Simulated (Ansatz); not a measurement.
Reference: CuI (Cmcm), PBEsol+D3BJ, rigid bands (plane waves, PAW, scalar-relativistic; Ansatz, a first-principles code); axes and stresses refer to this cell.

```yaml
crystal:
  lattice:
    - [3.06808, -3.36439, 0.00000]
    - [3.06808, 3.36439, 0.00000]
    - [0.00000, 0.00000, 4.36354]
  atoms:
    - { symbol: Cu, position: [0.41088, 0.58912, 0.75000] }
    - { symbol: Cu, position: [0.58912, 0.41088, 0.25000] }
    - { symbol: I, position: [0.79302, 0.20698, 0.75000] }
    - { symbol: I, position: [0.20698, 0.79302, 0.25000] }
```

- Seebeck coefficient, n-type 1e19 cm⁻³: -164 μV/K
- hole mass along z: 0.163 mₑ
- band gap: 0.70 eV

**Question.** Change: functional r2SCAN on the same cell. What happens to Seebeck coefficient, n-type 1e19 cm⁻³, hole mass along z, band gap?

**Answer.** Seebeck coefficient, n-type 1e19 cm⁻³ moves little, to -165 μV/K; hole mass along z increases to 0.21 mₑ; band gap grows to 1.12 eV.

Masses are for dilute carriers at 300 K, harmonic means over directions unless an axis is named. Seebeck coefficients are for the stated density at 300 K, with one relaxation time for all states and whether or not that doping can be reached. Spin-orbit coupling is left out unless a row names it; without it the gap and masses of crystals with these elements can be far off. 

Computed structure with no diffraction record at hand here (it may be known, metastable or hypothetical): CuI (Cmcm). PBEsol with a dispersion correction tends to overbind, so the cell can be several per cent short, in bad cases over ten, which usually narrows a gap: CuI (Cmcm).
